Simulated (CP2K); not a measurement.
**Convergence study of the k-point mesh for ZnSe (R3m, 2 atoms in the cell)**

```
CELL_PARAMETERS angstrom
      3.98925     0.00000     0.00000
      1.99462     3.45479     0.00000
      1.99462     1.15160     3.25721
ATOMIC_POSITIONS crystal
  Zn 0.00512 0.00512 0.00512
  Se 0.25000 0.25000 0.25000
```

Method of the run: LDA (Pade form), GPW, DZVP-MOLOPT-SR-GTH basis, GTH-PADE potentials (GTH_POTENTIALS) (CP2K).

Base settings: CUTOFF = 600 Ry; REL_CUTOFF = 50 Ry; SMEAR/METHOD = FERMI_DIRAC; ELECTRONIC_TEMPERATURE = 116.05 K; KPOINTS/SCHEME = MONKHORST-PACK 3 3 3; XC_FUNCTIONAL = PADE; Zn/BASIS_SET = DZVP-MOLOPT-SR-GTH-q12; Zn/POTENTIAL = GTH-PADE-q12; Se/BASIS_SET = DZVP-MOLOPT-SR-GTH-q6; Se/POTENTIAL = GTH-PADE-q6.

Moved along: GAMMA_CENTERED.

The second cell is the first with its lattice scaled by 0.98.

Only quantities that move along the ladder and can be compared are tabulated.

The starting cell has typed, rounded lattice constants, without a prior relaxation at this level. Its lattice was rescaled by up to half a per cent. One atom was moved a little off its site on purpose. Values carry the incompleteness of an atom-centred basis.

| KPOINTS/SCHEME | free energy less the last step's (meV/atom) | energy of the compressed cell less the first (meV/atom) | pressure (GPa) | gap on the mesh (eV) |
|---|---|---|---|---|
| MONKHORST-PACK 2 2 2 | 796.53 | 54.98 | 4.18 | 0.853 |
| MONKHORST-PACK 3 3 3 | 156.32 | 14.47 | -0.44 | 0.999 |
| MONKHORST-PACK 4 4 4 | 38.74 | 5.38 | -1.46 | 1.040 |
| MONKHORST-PACK 5 5 5 | 11.20 | 3.00 | -1.73 | 1.054 |
| MONKHORST-PACK 6 6 6 | 3.66 | 2.35 | -1.80 | 1.059 |
| MONKHORST-PACK 7 7 7 | 1.32 | 2.17 | -1.81 | 1.061 |
| MONKHORST-PACK 8 8 8 | 0.52 | 2.12 | -1.82 | 1.061 |
| MONKHORST-PACK 9 9 9 | 0.22 | 2.11 | -1.82 | 1.062 |
| MONKHORST-PACK 10 10 10 | 0.10 | 2.11 | -1.82 | 1.062 |
| MONKHORST-PACK 11 11 11 | 0.05 | 2.11 | -1.82 | 1.062 |
| MONKHORST-PACK 12 12 12 | 0.02 | 2.11 | -1.82 | 1.062 |
| MONKHORST-PACK 13 13 13 | 0.01 | 2.12 | -1.82 | 1.062 |
| MONKHORST-PACK 14 14 14 | 0.01 | 2.12 | -1.82 | 1.062 |
| MONKHORST-PACK 16 16 16 | 0.00 | 2.12 | -1.82 | 1.062 |

Coarsest KPOINTS/SCHEME that holds the energy of the compressed cell less the first within 0.5 meV/atom of the last step, with all finer ones: MONKHORST-PACK 6 6 6; the step before is off by 0.88 meV/atom.

Coarsest KPOINTS/SCHEME that holds the free energy within 1 meV/atom of the last step, with all finer ones: MONKHORST-PACK 8 8 8; the step before is off by 1.3 meV/atom.

The energy difference between the two cells stays within 1 meV/atom of the last step's from MONKHORST-PACK 5 5 5 on, the total only from MONKHORST-PACK 8 8 8 on: much of the error is common to both cells and cancels.
